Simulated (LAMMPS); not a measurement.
LAMMPS 22 Jul 2025, classical MD, Buckingham with full ionic charges: MgO, 1728 atoms.

```
Quantity                                                                                          Result
-----------------------------------------------  -------------------------------------------------------
task                                                                                             MD, nve
potential                                                             Buckingham with full ionic charges
copies of the repeat unit                                                                          6×6×6
shape (slab and sphere leave vacuum in the box)                                                     bulk
temperature                                                                                       1200 K
steps                                                                                               2000
timestep                                                                                            1 fs
neighbor skin                                                                                        2 Å
neigh_modify                                                                   every 1 delay 0 check yes
thermo                                                                                               100
kspace_style                                                                                        pppm
kspace_accuracy                                                                                   0.0001
pair cutoff                                                                                         10 Å
-sf                                                                                                  omp
newton                                                                                      on (default)
atom_modify sort (bins of 2 Å where set)                                                  1000 (default)
comm_style                                                                               brick (default)
kspace_modify                                                                  order 5 diff ik (default)
box                                                                                 25.3 × 25.3 × 25.3 Å
start                                              generated rock salt lattice, warmed in an untimed run
compared values                                  energy and forces of the first step, drift over the run
```

Machine: one whole node, Arm Neoverse V2, 96 cores on 1 socket, no SMT, 1 L3 cache group.

Run on 4 ranks × 8 threads, it takes 2.1 s from launch to exit:

```bash
# ahead of the timed run: OMP_NUM_THREADS=1 mpirun -np 48 lmp -in in.warm -log none -nocite
OMP_NUM_THREADS=8 mpirun -np 4 lmp -sf omp -pk omp 8 -in in.lmp -log log.lammps -nocite
```

From its output:

```
  using 8 OpenMP thread(s) per MPI task
  2 by 1 by 2 MPI processor grid
  1728 atoms
  G vector (1/distance) = 0.31131337
  grid = 24 24 24
  stencil order = 5
  estimated relative force accuracy = 7.2016144e-05
  master list distance cutoff = 12
  ghost atom cutoff = 12
Per MPI rank memory allocation (min/avg/max) = 10.91 | 10.91 | 10.91 Mbytes
476.0% CPU use with 4 MPI tasks x 8 OpenMP threads
...
Loop time of 1.9758 on 32 procs for 2000 steps with 1728 atoms

Performance: 87.458 ns/day, 0.274 hours/ns, 1012.247 timesteps/s, 1.749 Matom-step/s
476.0% CPU use with 4 MPI tasks x 8 OpenMP threads

MPI task timing breakdown:
Section |  min time  |  avg time  |  max time  |%varavg| %total
---------------------------------------------------------------
Pair    | 0.47953    | 0.50523    | 0.52878    |   2.5 | 25.57
Kspace  | 1.2114     | 1.2423     | 1.2722     |   1.9 | 62.88
Neigh   | 0          | 0          | 0          |   0.0 |  0.00
Comm    | 0.1717     | 0.17563    | 0.18316    |   1.1 |  8.89
Output  | 0.00026148 | 0.00036016 | 0.00063798 |   0.0 |  0.02
Modify  | 0.038483   | 0.041399   | 0.042899   |   0.9 |  2.10
Other   |            | 0.01085    |            |       |  0.55

Nlocal:            432 ave         442 max         413 min
Histogram: 1 0 0 0 0 0 0 1 1 1
Nghost:           6215 ave        6234 max        6205 min
Histogram: 1 1 1 0 0 0 0 0 0 1
Neighs:         164121 ave      169791 max      153546 min
Histogram: 1 0 0 0 0 0 1 0 0 2

Total # of neighbors = 656484
Ave neighs/atom = 379.90972
Neighbor list builds = 0
Dangerous builds = 0
```

Times are wall-clock medians of two to five runs, from launch to exit, with nothing else on the machine. Unless noted, each process is bound to its own block of adjacent cores. The times hold for this build (PyPI wheel: MPICH, OPENMP and OPT packages). Scratch files lie in a memory file system. A preparatory run goes ahead and isn't timed.

Q: What holds this run back, and which change relieves it on the same cores with the result kept within 1.0 meV/atom in energy, 10 meV/Å in forces on 48 atoms, 0.20 meV an atom in drift of the total energy?

A: The largest part is long-range solver (Kspace), 59 % of the time from launch to exit. Over the ranks it runs from 1.2 to 1.3 s, at 432 atoms a rank on average. One change that relieves it (others may too): going from 4 ranks × 8 threads to 32 ranks, one of the fastest of the measured ones that keep the result: 2.1 s to 1.3 s (1.7× as fast). The largest move is in long-range solver (Kspace): 1.2 s to 0.44 s. What the program resolved moves too: grid of ranks from 2 by 1 by 2 to 4 by 2 by 4. These two results differ by: energy equal as printed, forces on 48 atoms equal as printed, drift of the total energy under 0.001 meV an atom. Others tried: 32 ranks (1.3 s); 16 ranks × 2 threads, suffix = omp (1.3 s); 8 ranks × 4 threads, suffix = omp (1.5 s); 1 rank × 32 threads, suffix = omp (3.9 s).
